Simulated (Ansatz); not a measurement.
# BN: response to strain

Consider BN in the zinc blende structure (space group F-43m, No. 216; a = 3.581 Å). Axes: x, y, z lie along the cube axes.

Strains are applied to the cell and any free atomic positions relax; under biaxial strain the out-of-plane vector relaxes too.

The values are results of LDA (Ansatz, a quantum-chemistry and plane-wave program, PAW, scalar-relativistic without spin-orbit coupling), not measurements.

| biaxial strain, plane normal [001], relaxed out of plane (%) | out-of-plane strain (%) |
|---|---|
| -3 | 1.37 |
| -2.5 | ? |
| -2 | 0.92 |
| -1.5 | 0.69 |
| -1 | 0.46 |
| -0.5 | 0.23 |
| 0 | 0.00 |

Problem. Fit ε⊥ = −νε + γε² (strains in %) to the rows shown and predict the withheld row.

Solution. Least squares on the printed values gives ν = 0.46 (the biaxial Poisson response) and γ = -0.002 (largest residual 0.00 %); this predicts 1.14 %, and the run gives 1.15 %, in agreement.

Whether these cells are dynamically stable was not tested.
